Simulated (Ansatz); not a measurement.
Data:

End structure of the (100) surface of fcc Cu in its 1x1 cell, outermost plane spacing 1.82 Å in the ideal cut:

```xyz
7
Lattice="2.5668 0.0000 0.0000 0.0000 2.5668 0.0000 0.0000 0.0000 27.0000" Properties=species:S:1:pos:R:3 pbc="T T T"
Cu     1.2834     1.2834     8.0968
Cu     0.0000     0.0000     9.8553
Cu     1.2834     1.2834    11.6799
Cu     0.0000     0.0000    13.5000
Cu     1.2834     1.2834    15.3201
Cu     0.0000     0.0000    17.1447
Cu     1.2834     1.2834    18.9032
```

Slab: 7 atoms, 10.9 Å thick at the start; k 15x15x1, smearing 0.1 eV, dipole-corrected; single point; on the structure that PBE left under its start's symmetry; no spin, no spin-orbit, no U.

Problem. Predict the work function of the top face from Ansatz (a quantum-chemistry and plane-wave program) with r2SCAN, at the PBE geometry.

Solution. 4.54 eV

Problem. Estimate the surface energy (mean of both faces) that r2SCAN, at the PBE geometry returns for this input.

Solution. 1.74 J/m²
